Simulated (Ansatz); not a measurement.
We consider C11b WSi₂, described by r²SCAN+SOC (Ansatz, an electronic-structure program, plane waves, PAW).

Run with plane-wave cutoff 560 eV, 24×24×24 k mesh, Fermi–Dirac smearing 0.05 eV, PAW data made under PBE.

The cell is scaled about its equilibrium volume:

Shape and atoms are relaxed at each volume.

```
V (Å³/atom)  P (GPa)  c (Å)  a (Å)
-----------  -------  -----  -----
12.872         10.35  7.714  3.164
13.140          4.89  7.758  3.188
13.408          0.00  7.801  3.211
13.676         -4.39  7.844  3.234
13.944         -8.34  7.887  3.257
```

Note: the bulk modulus comes from volumes at which shape and atoms were relaxed.
